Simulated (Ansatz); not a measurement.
## What 6 layers does to Na

Consider Na in the bcc (W type) structure (space group Im-3m, No. 229; a = 4.222 Å). Axes: x, y, z lie along the cube axes.

The change: a free-standing slab of 6 layers (6 atoms, 1 a layer) is cut normal to [110], with 15 Å of vacuum and the in-plane cell held at bulk.

The values are results of Ansatz (a program for electronic structure) r2SCAN, no SOC, earlier PAW set, not measurements. Settings: 14×14×1 k-points, 0.05 eV Fermi–Dirac smearing, for the changed cell.

The layer's space group (with vacuum) comes out as Cmme (No. 67) and the shortest interatomic distance shrinks by 0.075 Å to 3.582 Å. The band gap stays zero and the excess energy per area of both faces (slab less bulk energy over the cell's area: twice a surface energy) comes out as 0.5 J/m² (uncertain by up to 0.08 J/m²). The thickness between the outermost nuclei amounts to 14.65 Å and the change of the spacing d12 from its bulk value of 2.986 Å is -3.1 %. The change of the spacing d23 from its bulk value of 2.986 Å is -0.9 %.

Final structure:

```
Na
1.0
    3.65661     0.00000     0.00000
   -1.21887     3.44749     0.00000
    0.00000     0.00000    29.92805
Na
6
Direct
  0.25000   0.25000   0.25517
  0.75000   0.75000   0.35186
  0.25000   0.25000   0.45068
  0.75000   0.75000   0.54932
  0.25000   0.25000   0.64814
  0.75000   0.75000   0.74483
```

Slab and bulk use different k-meshes, which limits the precision of the excess energy. Whether these cells are dynamically stable was not tested.
